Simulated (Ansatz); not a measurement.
Take K in the bcc (W type) structure (space group Im-3m, No. 229; a = 5.344 Å) as the base.

All numbers come from DFT with r2SCAN, PAW potentials and a 500 eV plane-wave cutoff in Ansatz (a quantum-chemistry and plane-wave program), no SOC, earlier PAW set.

Before the change:

| Item | Result |
|---|---|
| Lattice parameter a | 5.344 Å |

It is then changed as follows: full substitution K → H; the structure is relaxed again.

Tabulated Pauling electronegativity and covalent radius: K 0.82, 2.03 Å; H 2.20, 0.31 Å.

Task: How does this affect the lattice parameter a?

Result: The lattice parameter a drops by 3.542 Å (5.344 Å → 1.802 Å).

Stability against distortions was not tested.
